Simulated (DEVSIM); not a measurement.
# Schottky contact on n-type β-Ga2O3

Structure: Schottky contact on n-type β-Ga2O3, at 300 K.

```csv
layer (left to right),material,thickness (μm),Nd (cm⁻³),τn (s),τp (s)
1,β-Ga2O3,6.10,7.8e14,3.1e-10,3.1e-10
```

Left contact: Schottky, work function 5.1 eV, emission velocity 2e6 cm/s. Right contact: ohmic. Voltage is applied to the left contact. Recombination: SRH at mid-gap, radiative, Auger. Mobility is constant in doping.

This is a model device: material constants are rounded textbook-type values typed into the input, and sizes, dopings and lifetimes were drawn at random. Values at 300 K.

```csv
parameter,β-Ga2O3
gap (eV),4.8
affinity (eV),4
permittivity,10
Nc (cm⁻³),3.7e18
Nv (cm⁻³),5e20
μn (cm²/Vs),160
μp (cm²/Vs),1
B (cm³/s),1e-12
Cn (cm⁶/s),1e-31
Cp (cm⁶/s),1e-31
```

Model (solved in DEVSIM): 1D drift-diffusion, Boltzmann statistics, complete ionisation; no tunnelling, impact ionisation, image-force lowering or self-heating. Metal contacts follow the ideal Schottky-Mott rule: no Fermi-level pinning, no interface dipoles.

| Property | Value |
|---|---|
| Potential step across the device at zero bias | 0.881 V |
| Largest field in the device at zero bias | 16000 V/cm |
| Dark forward voltage at 1 A/cm² | 0.806 V |

Dark forward current:

```
V (V)  J (A/cm²)
-----  ---------
0.05     1.3e-12
0.10     9.8e-12
0.20     4.6e-10
0.25      3.1e-9
0.35      1.4e-7
0.40      9.7e-7
0.50      4.3e-5
0.55     0.00028
0.65       0.012
0.70       0.068
0.75        0.31
0.85         1.9
0.90         3.0
1.00         5.7
1.05         7.1
1.15          10
1.20          12
1.30          15
1.35          16
1.40          18
1.50          21
1.55          23
1.65          26
1.70          27
1.80          31
1.85          32
1.95          35
2.00          37
```

Dark reverse current:

| V (V) | J (A/cm²) |
|---|---|
| -0.40 | -2.4e-13 |
| -1.00 | -2.5e-13 |
| -2.00 | -2.7e-13 |
| -3.00 | -2.8e-13 |
| -4.00 | -2.9e-13 |
| -6.00 | -3.1e-13 |
| -8.00 | -3.1e-13 |
| -10.00 | -3.2e-13 |
| -13.00 | -3.3e-13 |
| -16.00 | -3.3e-13 |
| -20.00 | -3.4e-13 |
